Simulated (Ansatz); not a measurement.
The parent structure is SrTiO3 in the cubic perovskite structure (space group Pm-3m, No. 221).

```
CELL_PARAMETERS angstrom
      3.93642     0.00000     0.00000
      0.00000     3.93642     0.00000
      0.00000     0.00000     3.93642
ATOMIC_POSITIONS crystal
  Sr 0.00000 0.00000 0.00000
  Ti 0.50000 0.50000 0.50000
  O  0.50000 0.00000 0.50000
  O  0.00000 0.50000 0.50000
  O  0.50000 0.50000 0.00000
```

Level of theory: PBE (Ansatz, a quantum-chemistry and plane-wave program), scalar-relativistic without spin-orbit coupling.

Before the change:

| Item | Result |
|---|---|
| Lattice parameter a | 393.6 pm |

Perturbation: a hydrostatic pressure of 7.5 GPa.

Problem. Predict the new lattice parameter a.

Solution. The lattice parameter a decreases by 5.2 pm, from 393.6 pm to 388.4 pm.

Problem. Estimate the effect on the mean gap deformation potential ΔEg/Δln V.

Solution. The mean gap deformation potential ΔEg/Δln V comes out as -1.9 eV.

Load acts through the strain it causes; cell and atoms are relaxed under it. Whether these cells are dynamically stable was not tested. Competing high-pressure phases were not computed. All final runs are without spin polarisation. Many cubic perovskites are stable only at high temperature; tilts and polar distortions were not tested.
